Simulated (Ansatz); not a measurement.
## AlPt: biaxial strain +2.10 %, plane normal [001], relaxed out of plane

Base system: AlPt (space group P2_13, No. 198; a = 4.868 Å; a cell from a computed database, its experimental status unchecked). Axes: x, y, z lie along the cube axes.

The change: tensile biaxial strain of 2.10 % in the plane normal to [001], as in epitaxy on a mismatched substrate; the out-of-plane cell vector and the atoms relax.

Level of theory: PBEsol/PAW in Ansatz (a quantum-chemistry and plane-wave program), no spin-orbit coupling. Settings: 10×10×10 k-points, 0.05 eV Fermi–Dirac smearing.

* **Volume per atom**: 14.76 Å³ (base 14.42 Å³)
* **Space group**: P2_12_12_1 (No. 19) (base P2_13 (No. 198))
* **Shortest interatomic distance**: 2.567 Å (base 2.596 Å)
* **Energy relative to the base (free energy F)**: +12 meV/atom
* **Pressure (mean of the normal stresses, compression positive)**: -4.2 GPa (base 0.0 GPa)
* **Band gap**: zero (base zero)
* **Out-of-plane strain**: -1.80 % (rough)
* **Mean in-plane stress (compression positive)**: -6.3 GPa (rough)

Cost of the whole job for the changed cell (relaxation, final SCF and bands): around 6 core-minutes (rough).

Without a gap, meshes like the base's 10×10×10 leave anisotropic stresses uncertain by several tenths of a GPa, and small strain energies with them. No phonon test of stability was made. All final runs are without spin polarisation.
